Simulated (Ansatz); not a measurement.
# MgTe: response to strain

Base system: MgTe in the wurtzite structure (space group P6_3mc, No. 186; a = 4.509 Å, c = 7.338 Å). Axes: x lies along a and z along c of the hexagonal cell.

Strains are applied to the cell and any free atomic positions relax; under biaxial strain the out-of-plane vector relaxes too.

All numbers come from LDA (Ansatz, an electronic-structure program; PAW; 420 eV plane waves; no SOC).

Candidates:
(a) biaxial strain +3.00 %, plane normal [001], relaxed out of plane
(b) biaxial strain +1.20 %, plane normal [001], relaxed out of plane
(c) biaxial strain +2.40 %, plane normal [001], relaxed out of plane
(d) biaxial strain +1.80 %, plane normal [001], relaxed out of plane

**Question.** Order them by out-of-plane strain, highest first.

**Answer.** (b) biaxial strain +1.20 %, plane normal [001], relaxed out of plane (-1.11 %), (d) biaxial strain +1.80 %, plane normal [001], relaxed out of plane (-1.68 %), (c) biaxial strain +2.40 %, plane normal [001], relaxed out of plane (-2.26 %), (a) biaxial strain +3.00 %, plane normal [001], relaxed out of plane (-2.84 %)

No phonon test of stability was made.
